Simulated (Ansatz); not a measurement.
**Element substitutions in NiSi2**

The parent structure is NiSi₂ (space group Fm-3m, No. 225; a = 5.390 Å; non-magnetic).

Each row replaces one element on all its sites; cell and atoms are relaxed.

The values are results of Ansatz (a program for electronic structure), PBEsol, PAW, cutoff 420 eV, without spin-orbit coupling, not measurements.

Candidates:
(a) Ni → P
(b) Si → S
(c) Si → Cd
(d) Ni → Tl

Before the change:

| Item | Result |
|---|---|
| Lattice parameter a | 5.390 Å |

Problem. Order them by lattice parameter a, lowest first.

Solution. (b) Si → S (5.607 Å), (a) Ni → P (5.722 Å), (c) Si → Cd (6.069 Å), (d) Ni → Tl (6.563 Å)

Other magnetic orders, which the real material may have, were not ruled out. Stability against distortions was not tested. As relaxed here, Si2P, Cd2Ni and TlSi2 are hypothetical phases, not in the database extracts checked. For NiS2 in this form, whether it has been made was not checked. Seeded moments were not kept for the base, Si → S and Si → Cd. Spin-polarised in the final run: NiS2; the other runs are not. An odd electron count without spin: Si2P and TlSi2.
